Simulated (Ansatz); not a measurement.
Start from MoS2 in the 2H-MoS2 type structure (space group P6_3/mmc, No. 194; a = 3.1090 Å, c = 11.7086 Å; layered, stacked along the Cartesian z axis).

Modification: every Mo is replaced by W; the structure is relaxed again.

Levels (all Ansatz, a first-principles code, PAW, earlier PAW set): PBEsol-D3(BJ) (420 eV, no spin-orbit coupling); HSE06 (420 eV, no spin-orbit coupling).

The geometry is relaxed with PBEsol-D3(BJ).

PBEsol-D3(BJ) band gap: 0.66 eV

With HSE06 at the same geometry, the band gap goes up by 0.539 eV (0.66 eV → 1.19 eV).

Single points use the geometry relaxed with PBEsol-D3(BJ). The hybrid gap comes from the SCF mesh plus the semilocal run's edge points and a few special points and is an upper bound. With W present, leaving out spin-orbit coupling can change the band edges. Stability against distortions was not tested.
